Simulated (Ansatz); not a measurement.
**A computed series for AlN: pressure series**

Base system: AlN in the zinc blende structure (space group F-43m, No. 216; a = 4.370 Å).

Cell and atoms are relaxed at each pressure.

Computed with Ansatz (a program for electronic structure) r2SCAN, scalar-relativistic without spin-orbit coupling.

Notes on the quantities. enthalpy: H = E + PV relative to the base's energy.

```tsv
variant	smallest direct gap	enthalpy	width of the top valence band	electron mass	volume per atom
base	4.84 eV	–	2.68 eV	0.51 mₑ along k, 0.33 mₑ across (at X)	10.43 Å³
pressure −2 GPa	4.75 eV	-0.13 eV/atom	2.66 eV	0.51 mₑ along k, 0.33 mₑ across (at X)	…
pressure −1 GPa	4.80 eV	-0.07 eV/atom	2.67 eV	0.51 mₑ along k, 0.33 mₑ across (at X)	…
pressure 0.9 GPa	4.88 eV	+0.06 eV/atom	2.69 eV	0.51 mₑ along k, 0.33 mₑ across (at X)	10.39 Å³
pressure 2.1 GPa	…	+0.14 eV/atom	2.70 eV	0.51 mₑ along k, 0.33 mₑ across (at X)	10.33 Å³
pressure 4.5 GPa	5.03 eV	+0.29 eV/atom	2.72 eV	0.51 mₑ along k, 0.33 mₑ across (at X)	10.22 Å³
pressure 9 GPa	5.22 eV	+0.57 eV/atom	2.76 eV	0.51 mₑ along k, 0.33 mₑ across (at X)	10.02 Å³
pressure 15 GPa	5.44 eV	+0.95 eV/atom	2.81 eV	0.50 mₑ along k, 0.32 mₑ across (at X)	…
pressure 22.5 GPa	5.70 eV	+1.40 eV/atom	2.87 eV	0.50 mₑ along k, 0.32 mₑ across (at X)	9.53 Å³
pressure 30 GPa	5.95 eV	+1.84 eV/atom	2.93 eV	0.50 mₑ along k, 0.32 mₑ across (at X)	9.30 Å³
```

Task: Some entries are withheld; estimate them.

Result: 
- pressure −2 GPa, volume per atom: 10.53 Å³
- pressure −1 GPa, volume per atom: 10.48 Å³
- pressure 2.1 GPa, smallest direct gap: 4.93 eV
- pressure 15 GPa, volume per atom: 9.79 Å³

Load acts through the strain it causes; cell and atoms are relaxed under it. Masses are band curvatures over ±0.01 Å⁻¹ around the edge. Along k means along the line from Γ to the band edge. Whether these cells are dynamically stable was not tested. Tetrahedral semiconductors of this kind turn to denser phases somewhere between about 1 and 50 GPa; those were not computed, so compressed cells here can lie past the real transition. This is not the structure that AlN has at room temperature and ambient pressure.
